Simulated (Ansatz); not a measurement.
Base system: TiO2 in the anatase structure (space group I4_1/amd, No. 141; a = 3.7393 Å, c = 9.4551 Å). Axes: x, y, z lie along a, b, c of the conventional cell.

All numbers come from plane-wave PAW DFT at the LDA level (Ansatz, a program for electronic structure, 420 eV), spin-orbit coupling left out.

Strains are applied to the cell and any free atomic positions relax; under biaxial strain the out-of-plane vector relaxes too.

One change was made to it. Results:

The volume per atom falls by 0.03 Å³ to 10.99 Å³; the energy goes up by 0.7 meV/atom; the width of the top valence band shrinks by 0.026 eV to 0.84 eV; the pressure (mean of the normal stresses, compression positive) goes from zero to 1.18 GPa.

**Question.** Which of these changes matches the shifts?
(A) biaxial strain −0.60 %, plane normal [001], relaxed out of plane
(B) biaxial strain −1.80 %, plane normal [001], relaxed out of plane
(C) biaxial strain −3.00 %, plane normal [001], relaxed out of plane
(D) biaxial strain −1.20 %, plane normal [001], relaxed out of plane
(E) biaxial strain −2.40 %, plane normal [001], relaxed out of plane

**Answer.** A, biaxial strain −0.60 %, plane normal [001], relaxed out of plane. For comparison, the energy relative to the base in the other runs: biaxial strain −1.80 %, plane normal [001], relaxed out of plane gives +6.5 meV/atom; biaxial strain −2.40 %, plane normal [001], relaxed out of plane gives +12 meV/atom; biaxial strain −1.20 %, plane normal [001], relaxed out of plane gives +2.9 meV/atom; biaxial strain −3.00 %, plane normal [001], relaxed out of plane gives +18 meV/atom.

The levels and masses belong to the bands next to the band gap. Whether these cells are dynamically stable was not tested. The final runs are not spin-polarised.
